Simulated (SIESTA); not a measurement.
Input and output of a self-consistent single point for HfMg6Sn (P1, 8 atoms in the cell) (SIESTA).

Level of theory: GGA PBEsol, numerical atomic orbitals TZP, PseudoDojo PBEsol standard norm-conserving potentials (rewritten from UPF to PSML) in SIESTA.

The change in words: atoms moved at random. Reference geometry:
```
CELL_PARAMETERS angstrom
      4.98242     0.00000     0.00000
      0.00000     3.25551     5.52429
      0.00000    -3.25551     5.52429
ATOMIC_POSITIONS crystal
  Mg 0.50000 0.33261 0.83375
  Mg 0.50000 0.83375 0.33261
  Mg 0.50000 0.33298 0.33298
  Mg 0.00000 0.17340 0.66390
  Mg 0.00000 0.66390 0.17340
  Mg 0.00000 0.16599 0.16599
  Hf 0.00000 0.66911 0.66911
  Sn 0.50000 0.82826 0.82826
```

Reference input (self-consistent single point, DFT, GGA PBEsol, numerical atomic orbitals TZP, PseudoDojo PBEsol standard norm-conserving potentials (rewritten from UPF to PSML)): XC.functional = GGA; XC.authors = PBEsol; potentials = PseudoDojo PBEsol standard; PAO.BasisSize = TZP; PAO.EnergyShift = 0.01 Ry; MeshCutoff = 400 Ry; kgrid.MonkhorstPack = 4 3 3; OccupationFunction = MP; OccupationMPOrder = 0; ElectronicTemperature = 200 meV; MaxSCFIterations = 150; SCF.Mixer.Method = Pulay. This run's input differs from it in these lines:

```diff
@@ -19,10 +19,10 @@
 %block AtomicCoordinatesAndAtomicSpecies
-     2.491210000   -1.631468787    6.443310884  1
-     2.491210000    1.631468787    6.443310884  1
-     2.491210000    0.000000000    3.678956168  1
-     0.000000000   -1.596830108    4.625488017  1
-     0.000000000    1.596830107    4.625488017  1
-     0.000000000    0.000000000    1.833953794  1
-     0.000000000    0.000000000    7.392715364  2
-     2.491210000    0.000000000    9.151096871  3
+     2.442133163   -1.585982732    6.448028628  1
+     2.495499864    1.668435160    6.459204267  1
+     2.510078425   -0.047797471    3.663466059  1
+    -0.008948426   -1.615588385    4.613201996  1
+    -0.048917400    1.634877311    4.620643215  1
+     0.021020830   -0.023661083    1.785616257  1
+     0.037956076   -0.015815292    7.396339298  2
+     2.516017469   -0.014474020    9.207831329  3
 %endblock AtomicCoordinatesAndAtomicSpecies
```

The program printed (abridged):

```
        iscf     Eharris(eV)        E_KS(eV)     FreeEng(eV)     dDmax    Ef(eV) dHmax(eV)
   scf:    1   -13330.644134   -13348.100612   -13348.202835  1.328226 -2.952482  9.695004
   scf:    2   -13350.290564   -13349.979139   -13350.097557  0.184887 -3.170456  3.659343
   scf:    3   -13350.358287   -13350.182587   -13350.303220  0.055437 -3.182768  2.489332
   scf:    4   -13350.435186   -13350.348509   -13350.477481  0.103422 -3.277177  0.568053
   scf:    5   -13350.287372   -13350.343427   -13350.471067  0.026923 -3.244579  0.669355
   [... 3 lines left out ...]
   scf:    9   -13350.367036   -13350.367162   -13350.494614  0.001494 -3.267573  0.026900
   scf:   10   -13350.367266   -13350.367223   -13350.494639  0.000661 -3.266974  0.002867
   scf:   11   -13350.367232   -13350.367228   -13350.494639  0.000125 -3.266876  0.002128
   scf:   12   -13350.367219   -13350.367223   -13350.494639  0.000054 -3.266951  0.000234
SCF Convergence by DM+H criterion
max |DM_out - DM_in|         :     0.0000543893
max |H_out - H_in|      (eV) :     0.0002342488
SCF cycle converged after 12 iterations

Using DM_out to compute the final energy and forces

siesta: E_KS(eV) =           -13350.3672

siesta: E_KS - E_eggbox =    -13350.3672

siesta: Atomic forces (eV/Ang):
     1    0.365421   -0.148033    0.012849
     2   -0.006089   -0.220216   -0.058651
     3   -0.149450    0.188132    0.051383
     4    0.044926    0.040172   -0.031106
     5    0.305427   -0.259220   -0.085933
     6   -0.158152    0.127888    0.207443
     7   -0.271821    0.190751    0.082841
     8   -0.165164    0.023724   -0.229947
   Tot   -0.034901   -0.056803   -0.051121
   Max    0.365421
   Res    0.173526    sqrt( Sum f_i^2 / 3N )
   Max    0.365421    constrained

   [... lines left out ...]
siesta: FreeEng =    -13350.494639
   [... lines left out ...]
siesta:    -0.001490    0.000527    0.001116
siesta:     0.000527    0.005869   -0.000710
siesta:     0.001116   -0.000710    0.006612

siesta: Cell volume =        179.211758 Ang**3

siesta: Pressure (static):
siesta:                Solid            Molecule  Units
siesta:          -0.00003990          0.00000134  Ry/Bohr**3
siesta:          -0.00366381          0.00012274  eV/Ang**3
siesta:          -5.87006652          0.19665495  kBar
```

The run converged in 12 iterations. Against the reference run the free energy rises by 7.7 meV/atom, the pressure hardly changes (-0.60 to -0.59 GPa) and the largest force goes from 0.093 to 0.410 eV/Å.

The starting cell comes from a database of computed structures (which also holds hypothetical and non-ambient phases and stackings), without a prior relaxation at this level. For this run, on top of that: atoms moved at random. Values carry the incompleteness of an atom-centred basis.

Cost on one core of a shared machine: roughly 40 s.
